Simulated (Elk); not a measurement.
Band structure of CuPd3 (I4/mmm, 4 atoms in the cell).

```yaml
crystal:
  lattice:
    - [-1.92514, 1.92514, 3.95287]
    - [1.92514, -1.92514, 3.95287]
    - [1.92514, 1.92514, -3.95287]
  atoms:
    - { symbol: Cu, position: [0.00000, 0.00000, 0.00000] }
    - { symbol: Pd, position: [0.75000, 0.25000, 0.50000] }
    - { symbol: Pd, position: [0.25000, 0.75000, 0.50000] }
    - { symbol: Pd, position: [0.50000, 0.50000, 0.00000] }
```

Method: PBEsol, all-electron FP-LAPW, Elk's shipped species files, APW+lo basis with extra local orbitals (Elk 10.2.4).

Settings: xctype = 22; rgkmax = 7.5; stype = 3; swidth = 0.00499791 Ha; ngridk = 10 10 10; gmaxvr = 16 1/bohr; nxlo = 2; lorbcnd = true; rmtscf = 0.93; lmaxi = 3.

The starting cell comes from a database of computed structures (which also holds hypothetical and non-ambient phases and stackings), without a prior relaxation at this level. Its lattice was rescaled by a random factor within 2.5 % of one. Spin polarisation is off. Values depend on the basis (sphere radii, cutoffs, local orbitals), which need not be converged.

Levels in eV from the Fermi level, bands 33 to 40:
```csv
point,33,34,35,36,37,38,39,40
Γ,-0.28,-0.10,-0.10,0.46,2.47,7.77,7.77,8.13
X,-0.49,-0.22,-0.02,0.43,0.69,1.25,2.29,5.86
Y,-0.97,-0.43,-0.27,0.30,0.49,1.43,2.38,7.15
S,-1.07,-1.04,-0.76,-0.07,0.72,0.80,6.61,9.18
Z,-0.44,-0.05,-0.05,-0.04,0.48,2.96,2.96,9.33
S1,-1.07,-1.04,-0.76,-0.07,0.72,0.80,6.61,9.18
N,-1.36,-0.92,-0.49,-0.27,0.27,3.90,4.81,9.25
P,-0.82,-0.77,-0.39,1.01,1.21,1.84,1.84,7.16
Y1,-0.97,-0.43,-0.27,0.30,0.49,1.43,2.38,7.15
```

Bands cross the Fermi level along this path, so the cell is metallic at this level.
